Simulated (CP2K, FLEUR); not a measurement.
A CP2K input for a self-consistent single point of ScAu4 (I4/m, 5 atoms in the cell) (DFT LDA (Pade form), GPW, DZVP-MOLOPT-SR-GTH basis, GTH-PADE potentials (GTH_POTENTIALS)):

```
&GLOBAL
  PROJECT scf
  RUN_TYPE ENERGY_FORCE
  PRINT_LEVEL MEDIUM
&END GLOBAL
&FORCE_EVAL
  METHOD Quickstep
  STRESS_TENSOR ANALYTICAL
  &DFT
    BASIS_SET_FILE_NAME BASIS_MOLOPT
    POTENTIAL_FILE_NAME GTH_POTENTIALS
    &QS
      METHOD GPW
      EPS_DEFAULT 1E-10
    &END QS
    &MGRID
      CUTOFF 600
      REL_CUTOFF 50
      NGRIDS 5
    &END MGRID
    &SCF
      SCF_GUESS ATOMIC
      EPS_SCF 1E-7
      MAX_SCF 100
      ADDED_MOS 10
      &DIAGONALIZATION
        ALGORITHM STANDARD
      &END DIAGONALIZATION
      &MIXING
        METHOD BROYDEN_MIXING
        ALPHA 0.3
        NBUFFER 10
      &END MIXING
      &SMEAR ON
        METHOD GAUSSIAN
        SIGMA [eV] 0.272
      &END SMEAR
    &END SCF
    &KPOINTS
      SCHEME MONKHORST-PACK 6 6 6
      GAMMA_CENTERED T
    &END KPOINTS
    &XC
      &XC_FUNCTIONAL PADE
      &END XC_FUNCTIONAL
    &END XC
    &PRINT
      &MO
        EIGENVALUES T
        OCCUPATION_NUMBERS T
        NDIGITS 8
        FILENAME mo
        &EACH
          QS_SCF 0
        &END EACH
        ADD_LAST NUMERIC
      &END MO
      &MULLIKEN ON
      &END MULLIKEN
    &END PRINT
  &END DFT
  &SUBSYS
    &CELL
      ABC 4.94474400 4.94474405 4.94474446
      ALPHA_BETA_GAMMA 99.15550270 99.15550775 132.98218917
      PERIODIC XYZ
    &END CELL
    &COORD
      Sc       0.00000000     0.00000000     0.00000000
      Au       1.59687633     1.45631279     1.81159727
      Au      -0.81009633     0.35238921     2.72272373
      Au       1.66123075    -0.72263131     3.65089924
      Au      -0.87445075     2.53133331     0.88342176
    &END COORD
    &KIND Sc
      BASIS_SET DZVP-MOLOPT-SR-GTH-q11
      POTENTIAL GTH-PADE-q11
    &END KIND
    &KIND Au
      BASIS_SET DZVP-MOLOPT-SR-GTH-q11
      POTENTIAL GTH-PADE-q11
    &END KIND
  &END SUBSYS
  &PRINT
    &FORCES ON
    &END FORCES
    &STRESS_TENSOR ON
    &END STRESS_TENSOR
  &END PRINT
&END FORCE_EVAL
```

Task: Give the FLEUR input for the same structure, mesh, smearing and functional.

Result: One input that does it (others would too):

Input of the input generator:

```
ScAu4 FLAPW
&input film=f /
-6.0589324974 6.0589324974 3.7273279336
6.0589324974 -6.0589324974 3.7273279336
6.0589324974 6.0589324974 -3.7273279336
1.0
1.0 1.0 1.0

5
21 0.0000000000 0.0000000000 -0.0000000000
79 0.7971800000 0.6023500000 0.3995300000
79 0.2028200000 0.3976500000 0.6004700000
79 0.6023500000 0.2028200000 0.8051700000
79 0.3976500000 0.7971800000 0.1948300000

&comp jspins=1 /
&exco xctyp='pz' /
&kpt div1=6 div2=6 div3=6 gamma=t /
&end /
```

```xml
<?xml version="1.0" encoding="UTF-8" standalone="no"?>
<fleurInput fleurInputVersion="0.39">
   <comment>
      ScAu4 FLAPW                                                                                         
   </comment>
   <calculationSetup>
      <cutoffs Kmax="4.0" Gmax="12.0" GmaxXC="12.0" numbands="0"/>
      <scfLoop itmax="60" minDistance="0.00001" maxIterBroyd="15" imix="Anderson" alpha="0.05" precondParam="0.0" spinf="2.0"/>
      <coreElectrons ctail="T" frcor="F" kcrel="0" coretail_lmax="0"/>
      <xcFunctional name="pz" relativisticCorrections="F"/>
      <magnetism jspins="1"/>
      <soc l_soc="F" theta="0.0" phi="0.0" spav="F"/>
      <expertModes spex="0" secvar="F"/>
      <geometryOptimization l_f="T" forcealpha="1.0" forcemix="BFGS" epsdisp="0.00001" epsforce="0.00001"/>
      <ldaU l_linMix="F" mixParam="0.05" spinf="1.0"/>
   </calculationSetup>
   <cell>
      <bzIntegration valenceElectrons="79.0" mode="gauss" fermiSmearingEnergy="0.00999582">
         <kPointListSelection listName="default-1"/>
         <!-- k-points included here -->
         <xi:include xmlns:xi="http://www.w3.org/2001/XInclude" href="kpts.xml"> </xi:include>
      </bzIntegration>
      <!-- symmetry operations included here -->
      <xi:include xmlns:xi="http://www.w3.org/2001/XInclude" href="sym.xml"> </xi:include>
      <bulkLattice scale="1.0">
         <bravaisMatrix>
            <row-1>   -6.0589324973999998     6.0589324973999998     3.7273279335999998</row-1>
            <row-2>    6.0589324973999998    -6.0589324973999998     3.7273279335999998</row-2>
            <row-3>    6.0589324973999998     6.0589324973999998    -3.7273279335999998</row-3>
         </bravaisMatrix>
      </bulkLattice>
   </cell>
   <atomSpecies>
      <species name="Scandium (Sc)" element="Sc" atomicNumber="21">
         <mtSphere radius="2.56" gridPoints="883" logIncrement="0.014"/>
         <atomicCutoffs lmax="10" lnonsphr="8"/>
         <electronConfig flipSpins="F">
            <coreConfig>(1s1/2) (2s1/2) (2p1/2) (2p3/2)</coreConfig>
            <valenceConfig>(3s1/2) (3p1/2) (3p3/2) (4s1/2) (3d3/2) (3d5/2)</valenceConfig>
            <stateOccupation state="(3d3/2)" spinUp="0.2" spinDown="0.2"/>
            <stateOccupation state="(3d5/2)" spinUp="0.3" spinDown="0.3"/>
         </electronConfig>
         <energyParameters s="4" p="4" d="3" f="4"/>
         <lo type="SCLO" l="0" n="3" eDeriv="0"/>
         <lo type="SCLO" l="1" n="3" eDeriv="0"/>
      </species>
      <species name="Gold (Au)" element="Au" atomicNumber="79">
         <mtSphere radius="2.52" gridPoints="869" logIncrement="0.015"/>
         <atomicCutoffs lmax="10" lnonsphr="8"/>
         <electronConfig flipSpins="F">
            <coreConfig>(1s1/2) (2s1/2) (2p1/2) (2p3/2) (3s1/2) (3p1/2) (3p3/2) (4s1/2) (3d3/2) (3d5/2) (4p1/2) (4p3/2) (5s1/2) (4d3/2) (4d5/2) (4f5/2) (4f7/2)</coreConfig>
            <valenceConfig>(5p1/2) (5p3/2) (6s1/2) (5d3/2) (5d5/2)</valenceConfig>
            <stateOccupation state="(6s1/2)" spinUp="0.5" spinDown="0.5"/>
         </electronConfig>
         <energyParameters s="6" p="6" d="5" f="5"/>
         <lo type="SCLO" l="1" n="5" eDeriv="0"/>
         <lo type="HELO" l="2" n="6" eDeriv="0"/>
      </species>
   </atomSpecies>
   <atomGroups>
      <atomGroup species="Scandium (Sc)">
         <relPos label="                   1">.0000000000 .0000000000 .0000000000</relPos>
         <force calculate="T" relaxXYZ="TTT"/>
      </atomGroup>
      <atomGroup species="Gold (Au)">
         <relPos label="                   2">-.2028200000 -.3976500000 .3995300000</relPos>
         <relPos label="                   3">.2028200000 .3976500000 -.3995300000</relPos>
         <relPos label="                   4">-.3976500000 .2028200000 -.1948300000</relPos>
         <relPos label="                   5">.3976500000 -.2028200000 .1948300000</relPos>
         <force calculate="T" relaxXYZ="TTT"/>
      </atomGroup>
   </atomGroups>
   <output dos="F" band="F" slice="F">
      <checks vchk="F" cdinf="F"/>
      <bandDOS minEnergy="-.5*Htr" maxEnergy="0.5*Htr" sigma="0.015" storeEVData="T"/>
      <vacuumDOS vacdos="F" integ="F" star="F" nstars="0" locx1="0.0" locy1="0.0" locx2="0.0" locy2="0.0" nstm="0" tworkf="0.0"/>
      <unfoldingBand unfoldBand="F" supercellX="1" supercellY="1" supercellZ="1"/>
      <plotting iplot="0" polar="F">
         <plot TwoD="T" vec1="  1.0  0.0  0.0" vec2="  0.0  1.0  0.0" vec3="  0.0  0.0  1.0" zero="  0.0  0.0  0.0" file="plot"/>
      </plotting>
      <chargeDensitySlicing numkpt="0" minEigenval="0.0" maxEigenval="0.0" nnne="0" pallst="F"/>
      <specialOutput eonly="F"/>
      <magneticCircularDichroism mcd="F" energyLo="-10.0" energyUp="0.0"/>
   </output>
  <!-- We include the file relax.xml here to enable relaxations (see documentation) -->
  <xi:include xmlns:xi="http://www.w3.org/2001/XInclude" href="relax.xml"> <xi:fallback/> </xi:include>
</fleurInput>
```

Basis, cutoffs, solver keys and any potentials are the target program's own. This input uses DFT, LDA (Perdew-Zunger), all-electron FLAPW (FLEUR), scalar-relativistic valence. LDA parametrisations can differ slightly between programs.

The starting cell comes from a database of computed structures (which also holds hypothetical and non-ambient phases and stackings), without a prior relaxation at this level. Its lattice was rescaled by a random factor within 2.5 % of one. For this run, on top of that: lattice scaled by 0.98.
